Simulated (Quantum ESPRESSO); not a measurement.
Quantum ESPRESSO run on a (001) slab of LiF (cut from a parent of space group no. 225; 8 atoms in the cell): self-consistent single point.

Level of theory: PBE, GBRV 1.5 ultrasoft (PBE) pseudopotentials (plane waves; Quantum ESPRESSO).

The change in words: vacuum of 24.1 angstrom (first run: 14 Å); assume_isolated: default → 2D. Reference geometry:
```
CELL_PARAMETERS angstrom
      2.85819     0.00000     0.00000
     -2.85819     2.85819     0.00000
      0.00000     0.00000    20.06311
ATOMIC_POSITIONS crystal
  F  0.00000 0.50000 0.44963
  F  0.00000 0.00000 0.34890
  F  0.00000 0.50000 0.65110
  F  0.00000 0.00000 0.55037
  Li 0.00000 0.00000 0.44963
  Li 0.00000 0.50000 0.34890
  Li 0.00000 0.00000 0.65110
  Li 0.00000 0.50000 0.55037
```

Reference input (self-consistent single point, DFT, PBE, plane waves, GBRV 1.5 ultrasoft (PBE) pseudopotentials): ecutwfc = 40 Ry; ecutrho = 200 Ry; occupations = smearing; smearing = fermi-dirac; degauss = 0.0036749 Ry; mixing_mode = local-TF; potentials = {F: f_pbe_v1.4.uspp.F.UPF, Li: li_pbe_v1.4.uspp.F.UPF}; K_POINTS = automatic 5 5 1 0 0 0; conv_thr = 1e-08 Ry; mixing_beta = 0.3. This run's input differs from it in these lines:

```diff
@@ -18,2 +18,3 @@
    degauss = 0.0036749
+   assume_isolated = '2D'
 /
@@ -28,10 +29,10 @@
 ATOMIC_POSITIONS {crystal}
-F     0.00000000    0.50000000    0.44963200
-F     0.00000000    0.00000000    0.34889900
-F     0.00000000    0.50000000    0.65110100
-F     0.00000000    0.00000000    0.55036800
-Li    0.00000000    0.00000000    0.44963200
-Li    0.00000000    0.50000000    0.34889900
-Li    0.00000000    0.00000000    0.65110100
-Li    0.00000000    0.50000000    0.55036800
+F     1.00000000    0.50000000   -0.03354300
+F     0.00000000    0.00000000   -0.10062800
+F     1.00000000    0.50000000    0.10062800
+F     0.00000000    0.00000000    0.03354300
+Li    0.00000000    0.00000000   -0.03354300
+Li    1.00000000    0.50000000   -0.10062800
+Li    0.00000000    0.00000000    0.10062800
+Li    1.00000000    0.50000000    0.03354300
 K_POINTS {automatic}
@@ -41,3 +42,3 @@
   -5.40119442     5.40119442     0.00000000
-   0.00000000     0.00000000    37.91378878
+   0.00000000     0.00000000    56.93031631
```

Output (repeated stretches shortened):

```
     Self-consistent Calculation

     iteration #  1     ecut=    40.00 Ry     beta= 0.30

---- Real-time Memory Report at c_bands before calling an iterative solver
           133 MiB given to the printing process from OS
            78 MiB allocation reported by mallinfo(arena+hblkhd)
------------------

     Threshold (ethr) on eigenvalues was too large:
     Diagonalizing with lowered threshold

---- Real-time Memory Report at c_bands before calling an iterative solver
           168 MiB given to the printing process from OS
            76 MiB allocation reported by mallinfo(arena+hblkhd)
------------------

   [... lines left out ...]
           205 MiB given to the printing process from OS
           122 MiB allocation reported by mallinfo(arena+hblkhd)
------------------

     negative rho (up, down):  3.601E-04 0.000E+00

     total energy              =    -253.43610970 Ry
     estimated scf accuracy    <       0.00000007 Ry

     iteration # 24     ecut=    40.00 Ry     beta= 0.30

---- Real-time Memory Report at c_bands before calling an iterative solver
           205 MiB given to the printing process from OS
           122 MiB allocation reported by mallinfo(arena+hblkhd)
------------------

     negative rho (up, down):  3.675E-04 0.000E+00
     End of self-consistent calculation

     the Fermi energy is    -3.8530 ev

!    total energy              =    -253.43610969 Ry
     estimated scf accuracy    <          6.5E-09 Ry
     smearing contrib. (-TS)   =       0.00000000 Ry
     internal energy E=F+TS    =    -253.43610969 Ry

     convergence has been achieved in  24 iterations

     Forces acting on atoms (cartesian axes, Ry/au):

     atom    1 type  1   force =     0.00000000    0.00000000   -0.00053013
     atom    2 type  1   force =     0.00000000    0.00000000   -0.01307143
     atom    3 type  1   force =     0.00000000    0.00000000    0.01307143
     atom    4 type  1   force =     0.00000000    0.00000000    0.00053013
     atom    5 type  2   force =     0.00000000    0.00000000   -0.00035935
   [... lines left out ...]

     Total force =     0.024636     Total SCF correction =     0.000094

          total   stress  (Ry/bohr**3)                   (kbar)     P=       -4.58
  -0.00004994   0.00000000   0.00000000           -7.35        0.00        0.00
   0.00000000  -0.00004994   0.00000000            0.00       -7.35        0.00
   0.00000000   0.00000000   0.00000645            0.00        0.00        0.95

   JOB DONE.
```

The run converged in 24 iterations. Against the reference run the free energy hardly moves (within 1 meV/atom), the largest force stays at 0.336 eV/Å and the gap on the mesh goes from 6.398 to 6.444 eV. The full log also holds: “c_bands:  1 eigenvalues not converged”.

The starting cell has typed, rounded lattice constants, without a prior relaxation at this level. The slab is cut from that crystal, and its faces are unrelaxed. Its lattice was rescaled by up to half a per cent. Spin polarisation is off, though cut faces can carry moments; a gap of a slab can lie between surface states.

Cost on one core of a shared machine: roughly 70 s.
